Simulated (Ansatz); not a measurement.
Pressure series in SrHfO3

The parent structure is SrHfO$_{3}$ (space group Imma, No. 74; a = 5.7679 Å, b = 8.0987 Å, c = 5.7855 Å; a cell from a computed database, its experimental status unchecked).

Cell and atoms are relaxed at each pressure.

Computed with PBEsol (Ansatz, a quantum-chemistry and plane-wave program; PAW; 420 eV plane waves; spin-orbit coupling left out).

```tsv
case	band gap	electron mass	density
base	4.00 eV	0.39 mₑ along a, 1.9 mₑ along b, 0.46 mₑ along c (at Γ)	7.72 g/cm³
pressure −2 GPa	3.98 eV	0.40 mₑ along a, 1.9 mₑ along b, 0.46 mₑ along c (at Γ)	7.62 g/cm³
pressure −1 GPa	4.00 eV	0.39 mₑ along a, 1.9 mₑ along b, 0.46 mₑ along c (at Γ)	7.67 g/cm³
pressure 0.3 GPa	4.00 eV	0.39 mₑ along a, 1.9 mₑ along b, 0.46 mₑ along c (at Γ)	7.73 g/cm³
pressure 0.7 GPa	4.00 eV	0.39 mₑ along a, 1.9 mₑ along b, 0.46 mₑ along c (at Γ)	7.75 g/cm³
pressure 1.5 GPa	4.01 eV	0.39 mₑ along a, 1.9 mₑ along b, 0.46 mₑ along c (at Γ)	7.79 g/cm³
pressure 3 GPa	4.01 eV	0.39 mₑ along a, 1.9 mₑ along b, 0.46 mₑ along c (at Γ)	7.86 g/cm³
pressure 5 GPa	4.02 eV	0.39 mₑ along a, 1.9 mₑ along b, 0.46 mₑ along c (at Γ)	7.95 g/cm³
pressure 7.5 GPa	4.02 eV	0.39 mₑ along a, 1.8 mₑ along b, 0.45 mₑ along c (at Γ)	8.05 g/cm³
pressure 10 GPa	4.03 eV	0.39 mₑ along a, 1.8 mₑ along b, 0.45 mₑ along c (at Γ)	8.15 g/cm³
```

Spin-orbit coupling, missing from the scalar runs, can matter with Hf. Load acts through the strain it causes; cell and atoms are relaxed under it. Masses are band curvatures over ±0.01 Å⁻¹ around the edge. Stability against distortions was not tested. No other phases were tried under pressure.
